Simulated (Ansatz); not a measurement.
The parent structure is TiC in the rock salt structure (space group Fm-3m, No. 225; relaxed with 0.1 eV smearing).

```xyz
2
Lattice="0.0000 2.1305 2.1305 2.1305 0.0000 2.1305 2.1305 2.1305 0.0000" Properties=species:S:1:pos:R:3 pbc="T T T"
Ti     0.0000     0.0000     0.0000
C      2.1305     2.1305     2.1305
```

Cartesian axes are those of the cell as printed.

Computed with LDA, PAW, 420 eV (Ansatz, a quantum-chemistry and plane-wave program; scalar-relativistic without spin-orbit coupling).

The change: uniaxial strain ε_zz = −1.00 %, all other strain components held at zero; the atoms relax in the strained cell.

Task: Predict the stress tensor and what it implies for the stiffness.

Result: Stress of the strained cell less that of the base (GPa, compression positive):
```
    1.3     0.0     0.0
    0.0     1.3     0.0
    0.0     0.0     6.2
```

Then −Δσ_ii/ε with ε = -0.0100 gives relaxed-ion elastic constants: C33 ≈ 621 GPa, C13 ≈ 131 GPa and C23 ≈ 131 GPa.

No phonon test of stability was made. The final runs are not spin-polarised.
